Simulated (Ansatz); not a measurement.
Worked calculations on one periodic cell of amorphous Si$_{24}$O$_{51}$Al$_{2}$: Si24O51Al2, 77 atoms, volume 1189.4 Å³, made by a melt-quench on the CHGNet potential and relaxed with DFT. O atoms were pushed apart under 1.9 Å during the dynamics, to hinder bonds among them. It is a model cell: composition and starting density were chosen by hand, and all elements were melted together. Cycles of charging were run to anneal it. Calculation: PBE, scalar-relativistic without spin-orbit coupling (plane waves to 420 eV, PAW; Ansatz, a quantum-chemistry and plane-wave program). Sampling: a 2×2×2 Γ-centred mesh; Fermi-Dirac width 0.02 eV; no spin polarisation. Its volume was relaxed, its shape was held as a cube, and it stands at a mean pressure of 0.0 GPa with stress components up to 1.2 GPa; the relaxation ran on the zone centre alone. Its density went from a set 2.24 to 2.16 g/cm³. The cell is small and was quenched far faster than a real film, so it is one sample of the glass.

Question: Count formal charges (Si +4, O -2, Al +3). What does the count lead one to expect at the Fermi level, and what does the calculation give?

Answer: 24 × (+4) + 51 × (-2) + 2 × (+3) = 0. The charges balance, so the anion-derived valence states can be full and a gap can open. On this mesh the highest filled and lowest empty level lie 4.64 eV apart, the PBE gap of this cell, with a localised state at one edge or both.

Four energies for an added electron at PBE on the zone centre alone (charged cells in a uniform background, spin-polarised): neutral at the neutral geometry -45353.169 eV; charged at the neutral geometry -45347.489 eV; charged and relaxed -45348.043 eV; neutral at the charged geometry -45352.127 eV.

Question: Find the two relaxation energies and their sum, the reorganisation energy.

Answer: On charging: -45347.489 − (-45348.043) = 0.554 eV. On discharging: -45352.127 − (-45353.169) = 1.042 eV. The sum is 1.596 eV. The carrier's level spreads over 4 of the 77 atoms' worth, so it counts as localised, most on one Al atom with neighbours O 1.68 Å, O 1.69 Å, O 1.69 Å (neutral geometry). The values are uncorrected: the image energy of a point charge in this cell, 2.84 × 14.40 / (2 × 10.6) = 1.9 eV before screening, is screened by electrons alone at the fixed geometry and by ions too after relaxing, and the carrier can be spread before it relaxes, so each term can be off by up to that value times 1/ε∞, some tenths of an eV. PBE's self-interaction favours spread-out carriers, so a hybrid can localise more.

Four energies for a hole at PBE on the zone centre alone (charged cells in a uniform background, spin-polarised): neutral at the neutral geometry -45353.169 eV; charged at the neutral geometry -45353.994 eV; charged and relaxed -45354.101 eV; neutral at the charged geometry -45352.872 eV.

Question: Find the two relaxation energies and their sum, the reorganisation energy.

Answer: On charging: -45353.994 − (-45354.101) = 0.107 eV. On discharging: -45352.872 − (-45353.169) = 0.297 eV. The sum is 0.404 eV. The carrier's level spreads over 10 of the 77 atoms' worth, so it counts as partly localised, most on one O atom with neighbours Si 1.62 Å, Si 1.62 Å (neutral geometry). The values are uncorrected: the image energy of a point charge in this cell, 2.84 × 14.40 / (2 × 10.6) = 1.9 eV before screening, is screened by electrons alone at the fixed geometry and by ions too after relaxing, and the carrier can be spread before it relaxes, so each term can be off by up to that value times 1/ε∞, some tenths of an eV. PBE's self-interaction favours spread-out carriers, so a hybrid can localise more.
